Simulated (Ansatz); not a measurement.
System: NbON (C2/m, No. 12, 12 atoms in the cell; start mp-754752; a measured phase of this formula has another space group). Method: LDA (Ansatz, a first-principles code, plane waves, PAW).

Run with plane-wave cutoff 520 eV, 10×10×6 k mesh (along the axes of the cell as run), Fermi–Dirac smearing 0.01 eV, no spin polarisation, scalar-relativistic PAW data made under PBE.

Cell (relaxed at this level):

```
CELL_PARAMETERS angstrom
      6.47223    -1.91172    -0.01641
      6.47223     1.91172    -0.01641
     -2.03168     0.00000     6.37238
ATOMIC_POSITIONS crystal
  Nb 0.10361 0.10361 0.21000
  Nb 0.89639 0.89639 0.79000
  Nb 0.18811 0.18811 0.80725
  Nb 0.81189 0.81189 0.19275
  N  0.05356 0.05356 0.86228
  N  0.94644 0.94644 0.13772
  N  0.25874 0.25874 0.14599
  N  0.74126 0.74126 0.85401
  O  0.63517 0.63517 0.20836
  O  0.36483 0.36483 0.79164
  O  0.14193 0.14193 0.50684
  O  0.85807 0.85807 0.49316
```

Question: Predict the band gap and Γ–Γ gap.

Answer: 
* **band gap**: 1.74 eV (on the SCF k mesh)
* **Γ–Γ gap**: 2.20 eV

Note: the relaxation could not lower the start's symmetry, so the cell can be a saddle point above a distorted one.

Spin–orbit coupling is not included.

The computed numbers hold no vibrational or temperature effects.

Cost on a shared machine: roughly 25 core-minutes.

A start named mp-… is a Materials Project structure, which need not be a measured phase.
